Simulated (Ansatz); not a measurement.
Start from GaN in the zinc blende structure (space group F-43m, No. 216; a = 4.498 Å). Axes: x, y, z lie along the cube axes.

All numbers come from r2SCAN in Ansatz (plane waves to 500 eV, PAW, no spin-orbit coupling).

Base values:

The band gap is 2.17 eV and the valence-band top at Γ is 0.00, 0.00, 0.00 eV.

The change: tensor shear ε_xy = +1.14 % (engineering shear γ = 0.0228); the atoms relax in the strained cell.

Q: How does this affect the band gap?

A: The band gap shrinks by 0.09 eV, from 2.17 eV to 2.08 eV.

Q: Predict the new valence-band top at Γ.

A: The valence-band top at Γ (three highest levels, from the VBM) becomes 0.00, -0.08, -0.15 eV (base: 0.00, 0.00, 0.00 eV).

Q: Estimate the effect on the stress.

A: The stress (xx, yy, zz, yz, xz, xy; compression positive) is (0.05, 0.05, -0.01, 0.00, 0.00, -3.68) GPa.

Stability against distortions was not tested. This is not the structure that GaN has at room temperature and ambient pressure.

Ansatz is a quantum-chemistry and plane-wave program.
